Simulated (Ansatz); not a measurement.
Bi on the Ga site (Bi_Ga) in beta Ga2O3

Computed with PBE, PAW (plane waves to 420 eV; Ansatz, a quantum-chemistry and plane-wave program). A supercell of 120 sites (1×3×2 repeats of a cell of 20 atoms) was used; the energies come from a 2×2×2 shifted sampling of its zone. Site at the start: the Ga(2) site. Charged cells carry a point-charge image correction with potential alignment at far atoms. Dielectric constants: PBE linear response of the host. Host gap at this level: 2.01 eV. A cell of this size leaves errors of a few tenths of an eV. PBE underestimates the host's gap, which shifts levels and can delocalise carriers. Spin–orbit coupling is left out, which matters for these heavy elements. Each state is the lowest found from its start.

Charges with a result: +2, +1, 0, −1. Others weren't obtained, and one of them could lie lower, also by skipping a charge.

```tsv
charge	moment (μB)	point group	largest move off a lattice site (Å)	image correction with alignment (eV)
+2	not spin-polarised	Cs	0.14	0.92
+1	1.0	Cs	0.26	0.33
0	not spin-polarised	Cs	0.36	0.00
−1*	quenched	Cs	0.37	–
```

* At this level the carrier isn't localised at the defect: at charge −1 electrons occupy the conduction band. Such a state is shallow or no state of the defect, and this cell gives it no level.

Point groups are those of the whole cell at tolerances of 0.03 and 0.1 Å ("near" where only the looser one holds); none is given for unsettled states.

Starting moments that weren't kept: charge −1 began with 1 μB and ended with 0.0.

Transition levels above the valence-band maximum: ε(+2/+1) = 0.68 eV; ε(+1/0) = 0.92 eV. On the lower envelope of the bound states, inside the gap: (+2/+1) at 0.68 eV; (+1/0) at 0.92 eV.

Flagged in the runs: a doubtful potential alignment, a host whose relaxation on this sampling wasn't shown to rest.
